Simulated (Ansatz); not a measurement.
## TiSi2 under a change: x(Hf) = 0.5, 12 atoms, C2/m

Take TiSi2 (space group Cmcm, No. 63; a = 3.515 Å, b = 13.348 Å, c = 3.557 Å) as the base.

The other end (x = 1) is HfSi2 (space group Cmcm, No. 63): 15.87 Å³/atom, gap zero.

Modification: Hf replaces 50.0 % of the Ti, ordered in a cell of 12 atoms (starting symmetry C2/m) and fully relaxed.

The values are results of PBEsol (Ansatz, a program for electronic structure), no spin-orbit coupling, not measurements. Γ-centred 13×13×7 mesh, Fermi–Dirac width 0.05 eV, for the changed cell.

| quantity | base | changed | shift |
|---|---|---|---|
| volume per atom | 13.91 Å³ | 14.93 Å³ | +1.02 Å³ |
| density | 4.14 g/cm³ | 6.28 g/cm³ | +2.14 g/cm³ |
| shortest interatomic distance | 2.394 Å | 2.358 Å | -0.036 Å |
| band gap | zero | zero | – |
| mixing energy (to 0.01 eV only: unlike meshes or grids) | – | +0.02 eV/atom | – |

Final structure:

```
CELL_PARAMETERS angstrom
      7.81169    -1.79537     0.00000
      7.81169     1.79537     0.00000
     -3.30796     0.00000     6.38654
ATOMIC_POSITIONS crystal
  Si 0.05920 0.05920 0.94155
  Si 0.05714 0.05714 0.42433
  Si 0.94286 0.94286 0.57567
  Si 0.94080 0.94080 0.05845
  Si 0.75218 0.75218 0.62415
  Si 0.74796 0.74796 0.12672
  Si 0.25204 0.25204 0.87328
  Si 0.24782 0.24782 0.37585
  Hf 0.39705 0.39705 0.27283
  Ti 0.39541 0.39541 0.77002
  Ti 0.60459 0.60459 0.22998
  Hf 0.60295 0.60295 0.72717
```

These are small ordered cells, not random alloys; other orderings at the same x differ. Stability against distortions was not tested. All final runs are without spin polarisation.
